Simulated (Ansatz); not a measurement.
System: cubic perovskite CsPbCl3 (cubic high-temperature phase). Method: PBEsol+SOC (Ansatz, an electronic-structure program, PAW).

Settings: plane-wave cutoff 520 eV, 4×4×4 k mesh, PAW data made under PBE.

Computed at the level's own relaxed cell.

Problem. Give the computed Poisson ratio, Young modulus, elastic constant C12, Voigt–Reuss–Hill bulk modulus, elastic constant C11 and elastic constant C44.

Solution. 
Poisson ratio: 0.325
Young modulus: 26.3 GPa
elastic constant C12: 8.10 GPa
Voigt–Reuss–Hill bulk modulus: 25.1 GPa
elastic constant C11: 58.9 GPa
elastic constant C44: 4.65 GPa

Note: the relaxation could not lower the start's symmetry, so the cell can be a saddle point above a distorted one.

Elastic constants are with the ions relaxed.

Computed values are for the static lattice.
